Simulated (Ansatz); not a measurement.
Band structure of HfGeTe (P4/nmm, 6 atoms in the cell).

```yaml
crystal:
  lattice:
    - [3.78419, 0.00000, 0.00000]
    - [0.00000, 3.78419, 0.00000]
    - [0.00000, 0.00000, 10.28397]
  atoms:
    - { symbol: Hf, position: [0.00000, 0.50000, 0.79159] }
    - { symbol: Hf, position: [0.50000, 0.00000, 0.20841] }
    - { symbol: Ge, position: [0.00000, 0.00000, 0.00000] }
    - { symbol: Ge, position: [0.50000, 0.50000, 0.00000] }
    - { symbol: Te, position: [0.50000, 0.00000, 0.66020] }
    - { symbol: Te, position: [0.00000, 0.50000, 0.33980] }
```

Computed with PBEsol, PAW files made with PBE (plane waves; Ansatz, a program for electronic structure).

Settings: basis.ecutwfc = 420 eV; kpoints.mp_grid.grid = 5 5 2; hamiltonian.xc = pbesol; hamiltonian.pseudopotentials = {kind: paw} (the program's default PAW files); scf.occupations.method = fermi_dirac; scf.occupations.width = 0.05 eV; kpoints.band_path.npoints = 8.

The starting cell comes from a database of computed structures (which also holds hypothetical and non-ambient phases and stackings), without a prior relaxation at this level. Its lattice was rescaled by a random factor within 2.5 % of one. Spin-orbit coupling is off.

Levels in eV from the Fermi level, bands 53 to 60:
| point | 53 | 54 | 55 | 56 | 57 | 58 | 59 | 60 |
|---|---|---|---|---|---|---|---|---|
| Γ | -1.32 | -1.32 | -1.26 | -1.26 | 0.43 | 1.33 | 1.89 | 1.95 |
| X | -1.78 | -1.78 | -0.31 | -0.31 | -0.22 | -0.22 | 2.75 | 2.75 |
| M | -2.48 | -2.48 | -1.89 | -1.89 | 1.18 | 1.18 | 3.07 | 3.07 |
| Z | -1.53 | -1.53 | -1.04 | -1.04 | 0.47 | 1.13 | 1.60 | 1.95 |
| R | -1.06 | -1.06 | -0.43 | -0.43 | -0.20 | -0.20 | 2.63 | 2.63 |
| A | -2.30 | -2.30 | -1.89 | -1.89 | 0.57 | 0.57 | 3.06 | 3.06 |

Bands cross the Fermi level along this path, so the cell is metallic at this level.

Keys are those of Ansatz 0.2.
